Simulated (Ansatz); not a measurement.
The reference is GaN in the zinc blende structure (space group F-43m, No. 216; a = 4.455 Å). Axes: x, y, z lie along the cube axes.

All numbers come from Ansatz (a quantum-chemistry and plane-wave program), LDA, PAW, cutoff 420 eV, scalar-relativistic without spin-orbit coupling.

For the base:

| Property | Result |
|---|---|
| Valence-band top at Γ | 0.00, 0.00, 0.00 eV |
| Valley order | Γ 1.96 eV; X along ⟨100⟩ 3.27 eV |

Modification: compressive biaxial strain of 2.00 % in the plane normal to [001], as in epitaxy on a mismatched substrate; the out-of-plane cell vector and the atoms relax.

Task: Estimate the effect on the valence-band top at Γ, valley order and ratio −ε⊥/ε∥.

Result: The valence-band top at Γ (three highest levels, from the VBM) goes from 0.00, 0.00, 0.00 eV to 0.00, 0.00, -0.22 eV; the valley order (the lowest conduction-band minima on the path, energy above the VBM, named in the base's zone) becomes Γ 2.01 eV; X along [010] 3.11 eV; X along [001] 3.42 eV (base: Γ 1.96 eV; X along ⟨100⟩ 3.27 eV); the ratio −ε⊥/ε∥ is 1.07.

The levels and masses belong to the bands next to the band gap. Whether these cells are dynamically stable was not tested. This is not the structure that GaN has at room temperature and ambient pressure.
